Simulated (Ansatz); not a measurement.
Base system: a 15-atom supercell of SrTiO3 in the cubic perovskite structure (space group Pm-3m, No. 221; a = 3.891 Å) at its relaxed geometry.

Method: PBEsol (Ansatz, a first-principles code, PAW, without spin-orbit coupling).

One neutral defect a cell, atoms relaxed at fixed cell.

One change was made to it. Results:

| quantity | base | after |
|---|---|---|
| pressure | 0.0 GPa | 18.2 GPa |
| largest displacement of a host atom from its site in the perfect cell | – | 0.62 Å |

Question: Which of these changes matches the shifts?
(A) Y on a Sr site
(B) Ti interstitial (started 1.95 Å from the nearest host atom)
(C) Sr on a O site (antisite)

Answer: B, Ti interstitial (started 1.95 Å from the nearest host atom). For comparison, the pressure in the other runs: Y on a Sr site gives -0.3 GPa; Sr on a O site (antisite) gives 20.9 GPa.

The magnetic state is the one reached from the starting moments; the real material's order can differ, and small cells can't hold many antiferromagnetic ones. The cell is small, so the values are those of an ordered compound at a high defect concentration; dilute-limit values will differ. The mesh was chosen for an insulator and is coarse for the gapless case. Starting moments died away, wholly or in part, for Y on a Sr site and Sr on a O site (antisite); another magnetic solution may exist. No Hubbard U is applied, and correlation can decide whether such a compound is a metal. Spin-polarised in the final run: Ti interstitial (started 1.95 Å from the nearest host atom), Y on a Sr site and Sr on a O site (antisite); the other runs are not. Many cubic perovskites are stable only at high temperature; tilts and polar distortions were not tested.
